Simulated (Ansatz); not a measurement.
The reference is SnTe in the rock salt structure (space group Fm-3m, No. 225; a = 6.235 Å). Axes: x, y, z lie along the cube axes.

The values are results of LDA in Ansatz (plane waves to 420 eV, PAW, no spin-orbit coupling), not measurements.

Before the change:

```
Quantity            Value
---------------  --------
Volume per atom  30.30 Å³
```

Modification: biaxial strain −3.00 %, plane normal [001], relaxed out of plane (Cartesian); in-plane vectors clamped, the third vector and the atoms free.

**Question.** What does the calculation give for the volume per atom and energy relative to the base after the change?

**Answer.** The volume per atom drops by 1.752 Å³, from 30.30 Å³ to 28.54 Å³; the energy goes up by 28 meV/atom.

The mesh was chosen for an insulator and is coarse for the gapless case. Stability against distortions was not tested. All final runs are without spin polarisation.

Ansatz is an electronic-structure program.
